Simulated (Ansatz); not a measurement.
## The (110) surface of bcc Nb in its 1x1 cell, outermost plane spacing 2.34 Å in the ideal cut

All values below come from PBE (plane waves to 420 eV, PAW; Ansatz, a first-principles code).

Slab: 8 atoms, 16.4 Å thick at the start; k 14x14x1, smearing 0.1 eV, dipole-corrected; all atoms relaxed; start symmetry kept, larger cells not searched; no spin, no spin-orbit, no U.

* **surface energy (mean of both faces)**: 2.07 J/m^2
* **surface energy before relaxation**: 2.11 J/m²
* **work function of the top face**: 4.50 eV
* **energy released by relaxation**: 0.043 eV
* **cost**: very roughly 2.6 core-minutes
